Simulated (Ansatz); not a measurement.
MgRh (Pm-3m), PBEsol, DFPT electron-phonon coupling, linearised Boltzmann equation (Ansatz, a quantum-chemistry and plane-wave program): phonon-limited resistivity 5.08 μΩ·cm at 300 K, 6.96 μΩ·cm at 400 K, current-weighted mean free path 16.2 nm, Drude plasma energy 6.97 eV.

Task: What temperature coefficient of resistance follows, and how does it compare with 1/T?

Result: (ρ₄₀₀ − ρ₃₀₀)/(100 K × ρ₃₀₀) = 3.70×10⁻³ K⁻¹, against 1/T = 3.33×10⁻³ K⁻¹ for a resistivity proportional to T. It lies higher because phonons are still being populated at 300 K; impurities would add a constant and lower it.

Task: Estimate the resistivity of a 40 nm square wire with diffuse walls from ρ ≈ ρ₀(1 + 3ℓ/4d).

Result: 1 + 0.75 × 16.2/40 = 1.30, so ρ ≈ 6.62 μΩ·cm and a line 1 μm long has 41.4 Ω. The formula is the free-electron limit for d well above ℓ; grain boundaries add to it.

Task: What is the classical skin depth at 10 GHz (nonmagnetic, μ₀ = 1.257×10⁻⁶ H/m)?

Result: δ = √(ρ/(π f μ₀)) = 1130 nm.

A metal at this level (no band gap). Only scattering by harmonic phonons is included (no impurities, grain boundaries, electron-electron scattering or thermal expansion). Spin-orbit coupling is left out. The run warned that the eigensolver left some states short of its tolerance. Halving the electron mesh (28x28x28) moves the resistivity by up to 5 % at 300 K, the mean free path by up to 9 %. Smearing 0.20 eV; phonons on a 5x5x5 q mesh, which this run doesn't test.

Formula and space group known from diffraction (Crystallography Open Database), not checked to be the room-temperature form: MgRh (Pm-3m).
